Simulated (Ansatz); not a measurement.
**Response to strain in MgS**

Take MgS in the rock salt structure (space group Fm-3m, No. 225; a = 5.129 Å) as the base.

Strains are applied to the cell and any free atomic positions relax.

All numbers come from plane-wave PAW DFT at the LDA level (Ansatz, a quantum-chemistry and plane-wave program, 420 eV), without spin-orbit coupling.

Candidates:
(a) isotropic strain +0.50 %
(b) isotropic strain −2.00 %
(c) isotropic strain −2.50 %
(d) isotropic strain −0.50 %
(e) isotropic strain +2.50 %

For the base:

```
Property              Result
-------------------  -------
Smallest direct gap  3.83 eV
```

**Question.** Order them by smallest direct gap, lowest first.

**Answer.** (e) isotropic strain +2.50 % (3.24 eV), (a) isotropic strain +0.50 % (3.70 eV), (d) isotropic strain −0.50 % (3.95 eV), (b) isotropic strain −2.00 % (4.35 eV), (c) isotropic strain −2.50 % (4.48 eV)

Stability against distortions was not tested.
